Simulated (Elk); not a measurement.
A working Elk input for HfMg (P4/mmm, 2 atoms in the cell) (DFT, PBEsol, all-electron FP-LAPW, Elk's shipped species files, APW+lo basis with extra local orbitals):

```
tasks
  0

xctype
  22

tforce
  .true.

rgkmax
  7.5

gmaxvr
  18.0

lmaxapw
  10

lmaxo
  8

nxlo
  2

lorbcnd
  .true.

lradstp
  2

nrmtscf
  2.0

rmtscf
  0.99

lmaxi
  4

stype
  0

swidth
  0.00367493

maxscl
  100

scale
  5.886629159

avec
    1.0000000000    0.0000000000    0.0000000000
    0.0000000000    1.0000000000    0.0000000000
    0.0000000000    0.0000000000    1.4332711624

atoms
  2
  'Mg.in'
  1
  0.5000000000  0.5000000000  0.5000000000    0.0 0.0 0.0
  'Hf.in'
  1
  0.0000000000  0.0000000000  0.0000000000    0.0 0.0 0.0

ngridk
  7 7 5
```

The run converged in 16 iterations: total energy -416149.0969 eV; Fermi level (on the code's own zero) 6.50 eV. Each of these slips is then made, one at a time:

(1)
```diff
-ngridk
-  7 7 5
+ngridk 7 7 5
```

(2)
```diff
-  'Mg.in'
+  'mg.in'
```

Problem. How does each altered input end?

Solution. 
(1) A value typed on the line of its block name. The program stopped with an error.
```
At line 515 of file readinput.f90
Fortran runtime error: End of file

Error termination. Backtrace:
	at ../../../libgfortran/io/list_read.c:2554

┌─────────────────────────────────┐
│ Elk code version 10.2.4 started │
└─────────────────────────────────┘
```

(2) A potential or basis that cannot be found. The program stopped before any SCF iteration, with the message: Error(readspecies): error opening species file mg.in.

The starting cell comes from a database of computed structures (which also holds hypothetical and non-ambient phases and stackings), without a prior relaxation at this level. Values depend on the basis (sphere radii, cutoffs, local orbitals), which need not be converged.

Left out of this page: 3 runs of the series outside the window shown, repeating another row's setting, or not comparable.
